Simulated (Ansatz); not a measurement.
The starting structures come from a database of crystals and need not be the phases stable at ambient conditions.

By PBEsol, the system below comes out a metal.

Data:

```xyz
2
Lattice="3.2719 0.0000 0.0000 0.0000 4.6271 0.0000 0.0000 2.3136 2.3136" Properties=species:S:1:pos:R:3 pbc="T T T"
In     0.0000     0.0000     0.0000
Pd     1.6359     2.3136     0.0000
```

The cell is taken as given; by PBEsol it stands under a pressure of -2.9 GPa.

The current flows along the normal of the first two printed cell vectors, the (110) plane of the conventional cell. No spin-orbit coupling; the value is a mean over 0.1 eV about the Fermi level.

Q: Compute, with PBEsol run with Ansatz (a quantum-chemistry and plane-wave program), the ballistic conductance per area.

A: 0.83 × 10¹⁵ S/m² for both spins.
